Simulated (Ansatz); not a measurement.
System: HgSe (P3₂21, No. 154, 6 atoms in the cell; start mp-1018722; a measured phase of this formula has another space group). Method: PBE0 (plane waves, PAW; Ansatz, a program for electronic structure).

Settings: plane-wave cutoff 460 eV, 6×6×4 k mesh (along the axes of the cell as run), Fermi–Dirac smearing 0.01 eV, scalar-relativistic PAW data made under PBE.

Cell (relaxed with PBEsol):

Space group P3₂21 (No. 154); a = b = 4.260 Å, c = 9.669 Å, α = β = 90.00°, γ = 120.00°

| atom | site | symmetry | x | y | z |
|---|---|---|---|---|---|
| Hg | 3a | .2. | 0.3262 | 0.3262 | 0.0000 |
| Se | 3b | .2. | 0.4734 | 0.4734 | 0.5000 |

Problem. Estimate the band gap and smallest direct gap on the k points sampled that the calculation returns.

Solution. 
band gap: 1.75 eV (on the SCF k mesh)
smallest direct gap on the k points sampled: 1.86 eV

Note: cell and atoms aren't relaxed at this level (pressure 1.7 GPa).

Spin–orbit coupling is not included; with these elements it can move the gap by several tenths of an eV or more.

Computed values are for the static lattice.

A start named mp-… is a Materials Project structure, which need not be a measured phase.
